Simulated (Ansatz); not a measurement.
The starting structures come from a database of crystals and need not be the phases stable at ambient conditions.

By PBEsol, the system below comes out a metal.

Without scattering a metal conducts by its projected Fermi surface.

```xyz
8
Lattice="4.5037 0.0000 0.0000 0.0000 6.3692 0.0000 0.0000 3.1846 3.1846" Properties=species:S:1:pos:R:3 pbc="T T T"
Si     2.9417     4.7769     2.5679
Si     0.6898     3.1846     2.2090
Si     1.5620     6.9859     1.5923
Si     3.8139     4.1602     0.0000
Ni     1.5785     4.7769     0.6401
Ni     3.8304     6.3692     0.9522
Ni     2.9251     2.5445     1.5923
Ni     0.6733     2.2324     0.0000
```

Space group of this cell: P2_13. The cell is taken as given; by PBEsol its mean pressure is -4.6 GPa.

The current flows along the normal of the first two printed cell vectors, the (110) plane of the conventional cell. No spin-orbit coupling; the value is a mean over 0.1 eV about the Fermi level.

Question: Estimate the ballistic conductance per area that PBEsol in Ansatz (an electronic-structure program) returns for this system.

Answer: 0.35 × 10¹⁵ S/m² for both spins.
